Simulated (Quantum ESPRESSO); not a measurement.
Quantum ESPRESSO run on InPd (Pm-3m, 2 atoms in the cell): self-consistent single point.

Computed with optB86b-vdW, PseudoDojo standard norm-conserving (PBE) pseudopotentials (plane waves; Quantum ESPRESSO).

```
InPd
1.0
    3.27188     0.00000     0.00000
    0.00000     3.27188     0.00000
    0.00000     0.00000     3.27188
In Pd
1 1
Direct
  0.00000   0.00000   0.00000
  0.50000   0.50000   0.50000
```

Reference input (self-consistent single point, DFT, LDA (PW92), plane waves, PseudoDojo standard norm-conserving (LDA) pseudopotentials): ecutwfc = 85 Ry; occupations = smearing; smearing = methfessel-paxton; degauss = 0.0147 Ry; potentials = {In: In.upf, Pd: Pd.upf}; K_POINTS = automatic 8 8 8 0 0 0; conv_thr = 1e-10 Ry. This run's input differs from it in these lines:

```diff
@@ -17,2 +17,3 @@
   degauss = 0.0147,
+  input_dft = 'vdw-df-ob86',
 /
```

Its files differ too (potentials: PseudoDojo standard norm-conserving (PBE)).

Output (repeated stretches shortened):

```
     Self-consistent Calculation

     iteration #  1     ecut=    85.00 Ry     beta= 0.70

     total energy              =    -403.56804338 Ry
     estimated scf accuracy    <       0.56246690 Ry

     iteration #  2     ecut=    85.00 Ry     beta= 0.70

     WARNING: integrated charge=    31.00212948, expected=    31.00000000

     total energy              =    -403.68744457 Ry
     estimated scf accuracy    <       1.37996206 Ry

     iteration #  3     ecut=    85.00 Ry     beta= 0.70

     WARNING: integrated charge=    31.00043452, expected=    31.00000000

     total energy              =    -403.89591280 Ry
     estimated scf accuracy    <       0.01036401 Ry

   [... 5 blocks of this kind left out ...]

     iteration #  9     ecut=    85.00 Ry     beta= 0.70

     total energy              =    -403.89849657 Ry
     estimated scf accuracy    <          4.1E-09 Ry

     iteration # 10     ecut=    85.00 Ry     beta= 0.70
     End of self-consistent calculation

     the Fermi energy is    16.7676 ev

!    total energy              =    -403.89849658 Ry
     estimated scf accuracy    <          1.1E-11 Ry
     smearing contrib. (-TS)   =      -0.00035978 Ry
     internal energy E=F+TS    =    -403.89813680 Ry

     convergence has been achieved in  10 iterations

     Forces acting on atoms (cartesian axes, Ry/au):

     atom    1 type  1   force =     0.00000000    0.00000000    0.00000000
     atom    2 type  2   force =     0.00000000    0.00000000    0.00000000

     Total force =     0.000000     Total SCF correction =     0.000000

          total   stress  (Ry/bohr**3)                   (kbar)     P=        1.76
   0.00001195   0.00000000   0.00000000            1.76        0.00        0.00
   0.00000000   0.00001195   0.00000000            0.00        1.76        0.00
   0.00000000   0.00000000   0.00001195            0.00        0.00        1.76

   JOB DONE.
```

The run converged in 10 iterations. Against the reference run the pressure goes from -7.26 to 0.18 GPa. The full log also holds: “WARNING: integrated charge=    31.00212948, expected=    31.00000000”. The full log also holds: “WARNING: integrated charge=    31.00043452, expected=    31.00000000”.

The starting cell comes from a database of computed structures (which also holds hypothetical and non-ambient phases and stackings), without a prior relaxation at this level. Spin polarisation is off.

Cost on one core of a shared machine: roughly 3 min.
